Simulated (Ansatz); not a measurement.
# Si3N4 under a change: pressure 0.7 GPa

Base system: Si$_{3}$N$_{4}$ (space group P6_3/m, No. 176; a = 7.664 Å, c = 2.927 Å).

Perturbation: a hydrostatic pressure of 0.7 GPa.

Level of theory: plane-wave PAW DFT at the PBE level (Ansatz, a quantum-chemistry and plane-wave program, 420 eV), no spin-orbit coupling. Γ-centred 4×4×9 mesh, Fermi–Dirac width 0.05 eV.

The density stays essentially unchanged (3.13 g/cm³ against 3.14 g/cm³) and the lattice parameter a shrinks by 0.014 bohr (14.482 bohr → 14.468 bohr). The c/a ratio remains 0.382 and the shortest interatomic distance hardly moves (3.293 bohr against 3.290 bohr). The enthalpy H = E + PV relative to the base's energy amounts to +0.05 eV/atom and the band gap goes up by 0.01 eV (4.25 eV → 4.26 eV). The gap character remains indirect, Γ–A (33 % along) → Γ and the smallest direct gap rises by 0.01 eV, from 4.45 eV to 4.46 eV. The electron mass remains 0.22 mₑ along c, 1.5 mₑ across (at Γ).

Load acts through the strain it causes; cell and atoms are relaxed under it. Masses are band curvatures over ±0.01 Å⁻¹ around the edge. No phonon test of stability was made.
